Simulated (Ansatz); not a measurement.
Functionals compared on H2O on the (000-1) surface of 4H silicon carbide (H on every top atom; a constructed slab, bottom: 1 H on 1 bottom sites), one in a cell of 33 Å², started at the site 'hollow H-H-H over Si at depth 4.2 Å', in Ansatz (plane waves, PAW). The structure was relaxed with PBE; the other rows are single points on it, each with its references at the same level. Cutoff 420 eV (500 eV for r2SCAN). HSE06 used the coarser mesh 3x3x1.

Host crystal: 4H silicon carbide, with a band gap (PBE, scalar-relativistic without spin-orbit coupling).

Model: 43-atom slab, 10.8 Å thick at the start with caps and adatoms under the adsorbate (thin: gaps and levels are the slab's own), 4x4x1 mesh, Fermi-Dirac 0.01 eV, dipole correction, 20 atoms held, the rest relaxed; no symmetry held; no spin, no spin-orbit, no U, no dispersion correction. At the end no host atom lies within bonding distance. In PBE it is, or lies within 0.03 eV of, the lowest of the starts that converged. These notes are the PBE run's. Adsorption energies are against H2O(g). A negative adsorption energy means that the adsorbate is more stable on the surface than in its reference.

| functional | adsorption energy (eV) | rough cost of the single point |
|---|---|---|
| PBE | -0.06 | – |
| RPBE | -0.01 | about 90 core-seconds (a rough figure) |
| r2SCAN | [?] | around 2.9 core-minutes (rough) |
| HSE06 | -0.05 | roughly 30 core-minutes |

Some entries are withheld; supply them.


- r2SCAN, adsorption energy (eV): -0.09

Ansatz is a quantum-chemistry and plane-wave program.
